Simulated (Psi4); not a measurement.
Psi4 1.11, PBE0/def2-svp: B(Me)2(NEtMe) (CCN(C)B(C)C), 21 atoms. The geometry is a generated start, not checked to be a minimum at this level.

| Item | Result |
|---|---|
| task | energy |
| method | pbe0 |
| basis | def2-svp |
| memory | 3 GB |
| maxiter | 100 |
| keys of the molecule block | symmetry c1 |
| scf_type | df (default) |
| e_convergence | 1e-06 (default) |
| d_convergence | 1e-06 (default) |
| dft_radial_points | 75 (default) |
| dft_spherical_points | 302 (default) |
| basis functions | 168 |
| grid points | 441601 |

```xyz
21

B     -0.8519    -0.1603    -0.5875
C     -1.7736    -1.1773     0.2229
H     -2.1455    -1.9678    -0.4262
H     -2.6531    -0.6600     0.6088
H     -1.2896    -1.6580     1.0702
C     -1.1916     0.0921    -2.1257
H     -0.3996    -0.2746    -2.7783
H     -1.3225     1.1501    -2.3507
H     -2.1066    -0.4126    -2.4289
N      0.1985     0.5158     0.0224
C      1.1069     1.4019    -0.6727
C      0.5495     0.3724     1.4247
C      1.6194    -0.6964     1.6553
H      2.1362     1.0415    -0.5916
H      1.0643     2.4086    -0.2439
H      0.8471     1.4602    -1.7242
H      0.9117     1.3374     1.7993
H     -0.3467     0.1126     1.9898
H      2.5463    -0.4357     1.1489
H      1.8252    -0.7971     2.7174
H      1.2756    -1.6529     1.2698
```

With the defaults (diis = true, scf_initial_accelerator = adiis, damping_percentage = 0, guess = auto, which took SAD, diis_max_vecs = 10) it converges in 8 SCF iterations. One run each on 2 threads, with these changes:
- scf_initial_accelerator = ediis
- guess = sapgau
- diis_max_vecs = 3
- guess = core
- diis = false, scf_initial_accelerator = none, damping_percentage = 60
- diis_max_vecs = 20
- scf_initial_accelerator = none
- damping_percentage = 60
- guess = sadno

Problem. Name the settings that don't reach the solution of the defaults.

Solution. No convergence: diis = false, scf_initial_accelerator = none, damping_percentage = 60 (the run ends without SCF convergence in 100 iterations). The rest reach the solution of the defaults.

| setting | SCF iterations | end |
|---|---|---|
| the defaults | 8 | same solution |
| scf_initial_accelerator = none | 8 | same solution |
| scf_initial_accelerator = ediis | 8 | same solution |
| diis_max_vecs = 20 | 8 | same solution |
| guess = sadno | 9 | same solution |
| guess = sapgau | 10 | same solution |
| diis_max_vecs = 3 | 11 | same solution |
| guess = core | 15 | same solution |
| damping_percentage = 60 | 75 | same solution |
| diis = false, scf_initial_accelerator = none, damping_percentage = 60 | 100 | no convergence |
